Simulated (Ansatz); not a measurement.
W2B2Ge (model structure, started from the Ti2InB2 type, P-6m2, No. 187, 5 atoms in the cell) was calculated with LDA (plane waves, PAW; Ansatz, an electronic-structure program).

Run with plane-wave cutoff 520 eV, 24×24×8 k mesh (along the axes of the cell as run), Fermi–Dirac smearing 0.05 eV, no spin polarisation, scalar-relativistic PAW data made under PBE.

Cell (relaxed at this level):

```yaml
crystal:
  lattice:
    - [3.10410, 0.00000, 0.00000]
    - [-1.55205, 2.68823, 0.00000]
    - [0.00000, 0.00000, 6.71509]
  atoms:
    - { symbol: W, position: [0.33333, 0.66667, 0.71817] }
    - { symbol: W, position: [0.33333, 0.66667, 0.28183] }
    - { symbol: Ge, position: [0.00000, 0.00000, 0.00000] }
    - { symbol: B, position: [0.00000, 0.00000, 0.50000] }
    - { symbol: B, position: [0.66667, 0.33333, 0.50000] }
```

Predict the bulk modulus B0.


- bulk modulus B0 = 278 GPa

Note: the run has no spin polarisation, so it can have missed a magnetic state; the bulk modulus is −V dP/dV from two relaxed cells at ±2 % in volume; the relaxation could raise the start's symmetry but not lower it, so the cell can be a saddle point.

Spin–orbit coupling is not included; it can open a gap where bands touch, and shift volumes and moduli.

Computed values are for the static lattice.

Cost on a shared machine: roughly 12 core-minutes.

A model structure was made by putting elements into a prototype or built by hand; it is no filed structure, need not be a known phase, and can be a saddle point held by its symmetry.
